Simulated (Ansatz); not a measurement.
Consider C (space group R-3, No. 148; a hypothetical phase, not in the database extracts checked).

```
C
1.0
    3.15898     1.82384     1.28200
   -3.15898     1.82384     1.28200
    0.00000    -3.64768     1.28200
C
8
Cartesian
 -2.18360  -0.56380   1.52762
  2.18360   0.56380   2.31839
  1.58006  -1.60916   1.52762
 -1.58006   1.60916   2.31839
  0.60354   2.17295   1.52762
 -0.60354  -2.17295   2.31839
  0.00000   0.00000   2.69264
  0.00000   0.00000   1.15337
```

Cartesian axes are those of the cell as printed.

The values are results of PBEsol, PAW, 420 eV (Ansatz, a program for electronic structure; no spin-orbit coupling), not measurements.

Modification: uniaxial strain ε_yy = −0.44 %, all other strain components held at zero, atoms relaxed at fixed cell.

**Question.** Predict the stress tensor and what it implies for the stiffness.

**Answer.** Stress of the strained cell less that of the base (GPa, compression positive):
```
   0.15    0.00   -0.01
   0.00    5.01   -0.08
  -0.01   -0.08    0.27
```

Then −Δσ_ii/ε with ε = -0.0044 gives relaxed-ion elastic constants: C22 ≈ 1140 GPa and C23 ≈ 62 GPa.

Whether these cells are dynamically stable was not tested.
